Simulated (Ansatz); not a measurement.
Input and output of a zone-centre phonon calculation for CdAg (R-3m, 2 atoms in the cell) (Ansatz, an electronic-structure program).

Method of the run: LDA (PW92), PAW files made with PBE (plane waves; Ansatz).

```yaml
crystal:
  lattice:
    - [1.47505, 0.85162, 4.67050]
    - [-1.47505, 0.85162, 4.67050]
    - [0.00000, -1.70324, 4.67050]
  atoms:
    - { symbol: Cd, position: [0.50000, 0.50000, 0.50000] }
    - { symbol: Ag, position: [0.00000, 0.00000, 0.00000] }
```

Reference input (self-consistent single point, DFT, LDA (PW92), plane waves, PAW files made with PBE): kpoints.mp_grid.grid = 10 10 10; hamiltonian.xc = lda; hamiltonian.pseudopotentials = {kind: paw} (an earlier, softer set of the program's PAW files); scf.occupations.method = fermi_dirac; scf.occupations.width = 0.05 eV. This run's input differs from it in these lines:

```diff
@@ -16,6 +16,4 @@
   occupations: { method: fermi_dirac, width: 0.05 }
-output:
-  forces: true
-  eigenvalues: true
-  stress: true
+phonons:
+  method: dfpt
```

Log, with long lists cut:

```
SCF iter   1: F=—  HF=-15577.261090 eV  |F-HF|=—  |Δ(HF+E_count)|=         —  Δρ=1.01e-1  dr2=4.40e0  ethr=3.10e-3  ⟨swp⟩=5.2  Hψ=25687  notcnv=0
all-band conjugate gradients solve this SCF's bands
preconditioner: auto → Kerker (q_TF=auto, 2.775 Å⁻¹)
SCF iter   2: F=—  HF=-15576.324902 eV  |F-HF|=—  |Δ(HF+E_count)|=   9.36e-1  Δρ=2.53e-2  dr2=2.67e-1  ethr=3.10e-3  ⟨swp⟩=2.0  Hψ=14346  notcnv=0  defer=48
   [... lines left out ...]
SCF iter   9: F=—  HF=-15576.246066 eV  |F-HF|=—  |Δ(HF+E_count)|=   1.89e-6  Δρ=3.72e-6  dr2=7.36e-9  ethr=5.84e-10  ⟨swp⟩=2.0  Hψ=8278  notcnv=0  defer=48
SCF iter  10: F=—  HF=-15576.246066 eV  |F-HF|=—  |Δ(HF+E_count)|=  7.71e-10  Δρ=8.54e-7  dr2=2.94e-10  ethr=1.89e-11  ⟨swp⟩=2.0  Hψ=8050  notcnv=0  defer=48
SCF iter  11: F=—  HF=-15576.246066 eV  |F-HF|=—  |Δ(HF+E_count)|=  5.46e-11  Δρ=2.62e-7  dr2=1.78e-11  ethr=1.00e-12  ⟨swp⟩=2.3  Hψ=10702  notcnv=0  defer=48
SCF iter  12: F=-15576.246066 eV  HF=-15576.246066 eV  |F-HF|=7.28e-12  |Δ(HF+E_count)|=    0.00e0  Δρ=1.10e-7  dr2=3.95e-12  ethr=1.00e-12  ⟨swp⟩=5.9  Hψ=25999  notcnv=0
SCF 1 converged in 12 iterations: F = -15576.246066 eV  dr2 = 3.95e-12
DFPT response loops at Γ: preconditioner auto → Kerker (q_TF=auto, 2.775 Å⁻¹) (partly filled bands, converged f_vac=0.000) …
Free energy (F): -15576.246066 eV
Internal energy: -15576.239663 eV  (E = F + TS)
E sigma→0 (E₀):  -15576.242864 eV
Entropy (-TS):   -0.006403 eV (-3.202 meV/atom)
Fermi energy:    17.368853 eV
--- Phonons (Γ-DFPT): 4 representative perturbations + reference, on 282 of 1000 k-points (Σ response iterations 13) ---
  k mesh reduced under 2 symmetry operations, with k and −k counted as one. Each operation leaves every solved perturbation unchanged …
  ASR residual: 5.733e-5 → 0.000e0 eV/Å²; symmetrization residual: 5.325e-5 eV/Å²
  ASR residual per site (eV/Å²): 5.73e-5 4.52e-5
  Γ frequencies (cm⁻¹): 0.00 0.00 0.00 77.85 77.85 168.09
  non-analytic LO–TO correction: not included (Born effective charges unavailable; polar crystals: no LO–TO splitting at Γ)
```

The run converged in 12 iterations. 

Summary of the result:
- Free energy E − TS (on the zero of these files): -15576.2461 eV
- Fermi level (on the code's own zero): 17.37 eV
- Zone-centre frequencies (cm⁻¹; negative means imaginary): 0, 0, 0, 78, 78, 168

The starting cell comes from a database of computed structures (which also holds hypothetical and non-ambient phases and stackings), without a prior relaxation at this level. Its lattice was rescaled by a random factor within 2.5 % of one.

Cost on one core of a shared machine: roughly 3 min.

Keys are those of Ansatz 0.2.
